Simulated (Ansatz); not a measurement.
**Short convergence ladders for HfCd (P4mm, 4 atoms in the cell)**

```
HfCd
1.0
    3.03202     0.00000     0.00000
    0.00000     3.03202     0.00000
    0.00000     0.00000     9.11665
Hf Cd
2 2
Cartesian
  0.00000   1.51601   8.08760
  1.51601   0.00000   1.07905
  0.00000   1.51601   3.44126
  1.51601   0.00000   5.67539
```

Base method: PBEsol, default PAW files made with PBE (plane waves; Ansatz, an electronic-structure program).

Base settings: basis.ecutwfc = 420 eV; kpoints.mp_grid.grid = 11 11 4; hamiltonian.xc = pbesol; hamiltonian.pseudopotentials = {kind: paw} (the program's default PAW files); scf.occupations.method = fermi_dirac; scf.occupations.width = 0.1 eV.

The count of work is k-points × plane waves × bands × iterations; it is no time. Core times come from one kind of shared machine, to one figure; runs under 30 s give none.

**Shifted k-point meshes**

In this ladder: kpoints.mp_grid.shift = 0.5 0.5 0.5.

Only quantities that move along the ladder and can be compared are tabulated.

```tsv
kpoints.mp_grid.grid	free energy less the last step's (meV/atom)	pressure (GPa)	largest difference of a force vector from the last step's (eV/Å)	count of work / last
2 2 1	624.11	9.46	2.678	0.0024
3 3 1	-54.97	0.68	0.576	0.0066
4 4 2	55.88	0.61	0.230	0.0051
5 5 2	-13.78	-0.68	0.329	0.013
6 6 2	-5.64	-0.39	0.106	0.012
8 8 3	-2.19	-0.45	0.028	0.039
10 10 4	3.66	-0.41	0.013	0.066
13 13 5	1.36	-0.44	0.008	0.18
26 26 9	0.00	-0.44	0.000	1.0
```

Coarsest kpoints.mp_grid.grid that holds the pressure within 0.1 GPa of the last step, with all finer ones: 6 6 2, at 0.012 of the last step's count of work; the step before is off by 0.24 GPa.

Coarsest kpoints.mp_grid.grid that holds the free energy within 5 meV/atom of the last step, with all finer ones: 8 8 3, at 0.039 of the last step's count of work; the step before is off by 5.6 meV/atom.

Two neighbours can agree and both be off: 3 3 1 and 4 4 2 differ by 0.06 GPa in the pressure, yet lie about 1.1 GPa from the last step.

**The width of Fermi-Dirac smearing**

In this ladder: kpoints.mp_grid.grid = 18 18 7.

Narrow widths need finer meshes than wide ones, so the last steps can hold mesh noise.

Only quantities that move along the ladder and can be compared are tabulated; pressure and forces are left out, as mesh noise rules them at narrow widths.

| scf.occupations.width | free energy less the last step's (meV/atom) | energy extrapolated to zero width less the last step's (meV/atom) | core time / last (rough) |
|---|---|---|---|
| 1 eV | -1054.35 | 10.66 | 1 |
| 0.5 eV | -242.96 | 14.26 | 1.0 |
| 0.3 eV | -76.71 | 4.25 | 1 |
| 0.2 eV | -27.85 | 1.15 | 1 |
| 0.1 eV | 0.00 | 0.00 | 1 |

Widest scf.occupations.width that holds the free energy within 5 meV/atom: not settled: the last two steps still differ by 28 meV/atom, over half the tolerance, so the ladder does not show it.

Widest scf.occupations.width that holds the energy extrapolated to zero width within 2 meV/atom: not settled: the last two steps still differ by 1.1 meV/atom, over half the tolerance, so the ladder does not show it.

The extrapolation to zero width removes most of the smearing's effect on the energy.

**The mesh under tetrahedron occupations**

In this ladder: scf.occupations.method = tetrahedron; scf.occupations.width = default.

Only quantities that move along the ladder and can be compared are tabulated.

```tsv
kpoints.mp_grid.grid	free energy less the last step's (meV/atom)	largest difference of a force vector from the last step's (eV/Å)	count of work / last
5 5 2	6.78	0.035	0.027
6 6 2	17.66	0.046	0.045
7 7 3	-3.34	0.108	0.040
9 9 3	7.30	0.177	0.073
11 11 4	1.03	0.057	0.12
16 16 6	-0.58	0.016	0.40
25 25 9	0.00	0.000	1.0
```

Coarsest kpoints.mp_grid.grid that holds the forces within 0.02 eV/Å: not settled: the last two steps still differ by 0.016 eV/Å, over half the tolerance, so the ladder does not show it.

Coarsest kpoints.mp_grid.grid that holds the free energy within 5 meV/atom of the last step, with all finer ones: 11 11 4, at 0.12 of the last step's count of work; the step before is off by 7.3 meV/atom.

On the base run: the starting cell comes from a database of computed structures (which also holds hypothetical and non-ambient phases and stackings), without a prior relaxation at this level. Its lattice was rescaled by up to half a per cent. One atom was moved a little off its site on purpose. Ansatz's pressure includes its estimate of the finite-basis (Pulay) stress.

Left out of this page: 2 runs of the series outside the window shown, repeating another row's setting, or not comparable.

Keys are those of Ansatz 0.2.
